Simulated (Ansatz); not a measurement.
# What biaxial strain −1.86 %, plane normal [111], relaxed out of plane does to LaB6

Take LaB6 (space group Pm-3m, No. 221; a = 4.130 Å) as the base. Axes: x, y, z lie along the cube axes.

It is then changed as follows: compressive biaxial strain of 1.86 % in the plane normal to [111], as in epitaxy on a mismatched substrate; the out-of-plane cell vector and the atoms relax.

Computed with PBEsol, PAW, 420 eV (Ansatz, an electronic-structure program; scalar-relativistic without spin-orbit coupling). k-mesh 11×11×11 (Γ-centred); smearing 0.05 eV (Fermi–Dirac).

The volume per atom decreases by 0.216 Å³, from 10.06 Å³ to 9.85 Å³ and the shortest interatomic distance shrinks by 1.3 pm to 163.6 pm. The energy increases by 7.3 meV/atom and the pressure (mean of the normal stresses, compression positive) goes from zero to 4.2 GPa. The band gap stays zero and the out-of-plane strain comes out as +1.60 % (rough). The mean in-plane stress (compression positive) is +6.3 GPa (rough).

Final structure (turned so that z lies along the plane normal):

```yaml
crystal:
  lattice:
    - [5.73192, 0.00000, 0.00000]
    - [2.86596, 4.96399, 0.00000]
    - [2.86596, -1.65466, 2.42250]
  atoms:
    - { symbol: La, position: [0.00000, 0.00000, 0.00000] }
    - { symbol: B, position: [0.99415, 0.50293, 0.20515] }
    - { symbol: B, position: [0.00585, 0.49707, 0.79485] }
    - { symbol: B, position: [0.29778, 0.50293, 0.20515] }
    - { symbol: B, position: [0.70222, 0.49707, 0.79485] }
    - { symbol: B, position: [0.29778, 0.19929, 0.20515] }
    - { symbol: B, position: [0.70222, 0.80071, 0.79485] }
```

Without a gap, meshes like the base's 11×11×11 leave anisotropic stresses uncertain by several tenths of a GPa, and small strain energies with them. Whether these cells are dynamically stable was not tested. The final runs are not spin-polarised. An odd electron count without spin: LaB6.
